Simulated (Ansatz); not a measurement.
Start from TiO2 in the anatase structure (space group I4_1/amd, No. 141; a = 3.770 Å, c = 9.552 Å). Axes: x, y, z lie along a, b, c of the conventional cell.

Computed with DFT with PBEsol, PAW potentials and a 420 eV plane-wave cutoff in Ansatz (a first-principles code), scalar-relativistic without spin-orbit coupling.

Strains are applied to the cell and any free atomic positions relax.

One change was made to it. Results:

The smallest direct gap falls by 0.06 eV (2.44 eV → 2.38 eV); the energy rises by 3.9 meV/atom; the band gap drops by 0.04 eV to 2.07 eV; the largest internal atomic displacement comes out as 0.018 Å.

### Question
Which change produced these results?
(A) uniaxial strain ε_xx = +1.20 %
(B) uniaxial strain ε_xx = +3.00 %
(C) uniaxial strain ε_xx = +1.80 %
(D) uniaxial strain ε_xx = +2.40 %

### Answer
C, uniaxial strain ε_xx = +1.80 %. For comparison, the energy relative to the base in the other runs: uniaxial strain ε_xx = +3.00 % gives +10 meV/atom; uniaxial strain ε_xx = +1.20 % gives +1.7 meV/atom; uniaxial strain ε_xx = +2.40 % gives +6.7 meV/atom.

Stability against distortions was not tested. All final runs are without spin polarisation.
